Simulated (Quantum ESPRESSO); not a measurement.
A zone-centre phonon calculation of Ni3Al (Pm-3m, 4 atoms in the cell) with Quantum ESPRESSO.

Computed with PBE, PSlibrary ultrasoft (PBE) pseudopotentials (plane waves; Quantum ESPRESSO).

```yaml
crystal:
  lattice:
    - [3.58785, 0.00000, 0.00000]
    - [0.00000, 3.58785, 0.00000]
    - [0.00000, 0.00000, 3.58785]
  atoms:
    - { symbol: Al, position: [0.00000, 0.00000, 0.00000] }
    - { symbol: Ni, position: [0.00000, 0.50000, 0.50000], spin: 0.5 }
    - { symbol: Ni, position: [0.50000, 0.00000, 0.50000], spin: 0.5 }
    - { symbol: Ni, position: [0.50000, 0.50000, 0.00000], spin: 0.5 }
```
(The spins are starting values, not results.)

Reference input (self-consistent single point, DFT, PBE, plane waves, PSlibrary ultrasoft (PBE) pseudopotentials): ecutwfc = 50 Ry; ecutrho = 300 Ry; occupations = smearing; smearing = gaussian; degauss = 0.0073499 Ry; nspin = 2; potentials = {Al: Al.pbe-n-rrkjus_psl.1.0.0.UPF, Ni: Ni.pbe-n-rrkjus_psl.1.0.0.UPF}; K_POINTS = automatic 4 4 4 0 0 0; conv_thr = 1e-10 Ry; mixing_beta = 0.2. This run's input differs from it in these lines:

```diff
@@ -17,3 +17,3 @@
     smearing = 'gaussian'
-    degauss = 0.0073499
+    degauss = 0.0036749
     nspin = 2
```

Output, abridged:

```
     Self-consistent Calculation

     iteration #  1     ecut=    50.00 Ry     beta= 0.20

---- Real-time Memory Report at c_bands before calling an iterative solver
           133 MiB given to the printing process from OS
            41 MiB allocation reported by mallinfo(arena+hblkhd)
------------------

     Threshold (ethr) on eigenvalues was too large:
     Diagonalizing with lowered threshold

---- Real-time Memory Report at c_bands before calling an iterative solver
           153 MiB given to the printing process from OS
            49 MiB allocation reported by mallinfo(arena+hblkhd)
------------------

   [... lines left out ...]

     total magnetization       =    -0.05 Bohr mag/cell
     absolute magnetization    =     0.05 Bohr mag/cell

     iteration #100     ecut=    50.00 Ry     beta= 0.20

---- Real-time Memory Report at c_bands before calling an iterative solver
           168 MiB given to the printing process from OS
            64 MiB allocation reported by mallinfo(arena+hblkhd)
------------------

     total energy              =    -306.90361203 Ry
     estimated scf accuracy    <          1.7E-09 Ry

     total magnetization       =    -0.05 Bohr mag/cell
     absolute magnetization    =     0.05 Bohr mag/cell
     End of self-consistent calculation

     convergence NOT achieved after 100 iterations: stopping

   JOB DONE.
```

The run ended unconverged in one of its stages. 

The starting cell has typed, rounded lattice constants, without a prior relaxation at this level. Its lattice was rescaled by up to half a per cent.

Cost on one core of a shared machine: roughly 2 min.
